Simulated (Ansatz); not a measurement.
System: Ru vacancy in hcp Ru (neutral cell). The step: a nearby Ru atom hops onto the vacant site; the atom moves 2.61 Å along (0.64, 0.32, 0.50) of the unit cell; the moving atom starts with neighbours Ru at 2.65, 6 Ru at 2.67, 2 Ru at 2.71, 2 Ru at 2.75 Å and ends with Ru at 2.65, 6 Ru at 2.67, 2 Ru at 2.71, 2 Ru at 2.75 Å. DFT values are from Ansatz (plane-wave PAW, 420 eV unless said) in a cell of 36 host sites, spin-restricted, static, with no finite-size correction. Forms of the defect that were not tried may lie lower. For the PBE band: the saddle point's order was not checked, and it lies on a symmetry element of the cell, where a band can be held.

```tsv
Level	Forward barrier (eV)	Cost of the band or of the saddle's single point
CHGNet universal potential (has no charge state), its own band	0.78	-
PBE, a 2×2×2 k-point mesh shifted by half a step along c, band relaxed	2.36	around 40 core-minutes (rough)
PBE, a 4×4×4 k-point mesh shifted by half a step along c, same geometries	2.24	about 14 core-minutes (a rough figure)
r2SCAN at 500 eV, a 2×2×2 k-point mesh shifted by half a step along c, same geometries	[?]	very roughly 6 core-minutes
```

Task: What belongs in the gaps?

Result: 
- r2SCAN at 500 eV, a 2×2×2 k-point mesh shifted by half a step along c, same geometries, Forward barrier (eV): 2.38

Ansatz is a program for electronic structure.
